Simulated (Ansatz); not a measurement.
Take MoTe₂ in the 2H-MoS2 type structure (space group P6_3/mmc, No. 194; a = 3.5421 Å, c = 14.1819 Å; layered, stacked along the Cartesian z axis) as the base. Axes: x lies along a and z along c of the hexagonal cell.

Level of theory: plane-wave PAW DFT at the r2SCAN+rVV10 level (Ansatz, an electronic-structure program, 500 eV), scalar-relativistic without spin-orbit coupling.

Now apply this change: the cell is scaled by 0.9746 in all directions, atoms relaxed at fixed cell.

Predict the stress tensor and what it implies for the stiffness.

Stress of the strained cell less that of the base (GPa, compression positive):
```
   5.13    0.00    0.00
   0.00    5.13    0.00
   0.00    0.00    2.48
```

Then B = −ΔP/(ΔV/V₀) with ΔV/V₀ = -0.0743 gives secant stiffness values (nonlinear terms included at this strain): B (at held cell shape, above the free-shape value) ≈ 57 GPa.

As a check, the harmonic strain energy −½ V₀ Δσ:ε is 26 meV/atom; the computed energy rise is 23 meV/atom.

No phonon test of stability was made.
